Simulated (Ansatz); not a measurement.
Base system: MoP in the CsCl type structure (space group Pm-3m, No. 221; a = 2.9745 Å; a hypothetical phase, not in the database extracts checked).

All numbers come from Ansatz (an electronic-structure program), PBEsol, PAW, cutoff 420 eV, without spin-orbit coupling.

Before the change:

* **Volume per atom**: 13.16 Å³

Perturbation: cell and atoms relaxed at a pressure of 3 GPa.

Predict the new volume per atom.

The volume per atom decreases by 0.15 Å³ to 13.01 Å³.

Load acts through the strain it causes; cell and atoms are relaxed under it. No phonon test of stability was made. All final runs are without spin polarisation. An odd electron count without spin: MoP.
